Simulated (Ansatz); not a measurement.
**CdSe: Se → Br**

The reference is CdSe in the zinc blende structure (space group F-43m, No. 216; a = 6.133 Å).

Modification: full substitution Se → Br, then cell and atoms are relaxed.

Computed with r2SCAN/PAW in Ansatz (a quantum-chemistry and plane-wave program), no spin-orbit coupling. Settings: 12×12×12 k-points, 0.05 eV Fermi–Dirac smearing, for the changed cell.

```json
{
 "volume_per_atom": "38.71 Å³ (base 28.84 Å³)",
 "lattice_parameter_a": "6.766 Å (base 6.133 Å)",
 "space_group": "F-43m (No. 216) (base F-43m (No. 216))",
 "band_gap": "zero (base 1.04 eV)"
}
```

Final structure:

```xyz
2
Lattice="0.0000 3.3829 3.3829 3.3829 0.0000 3.3829 3.3829 3.3829 0.0000" Properties=species:S:1:pos:R:3 pbc="T T T"
Br     1.6914     1.6914     1.6914
Cd     0.0000     0.0000     0.0000
```

No phonon test of stability was made. As relaxed here, CdBr is a hypothetical phase, not in the database extracts checked. The final runs are not spin-polarised. An odd electron count without spin: CdBr.
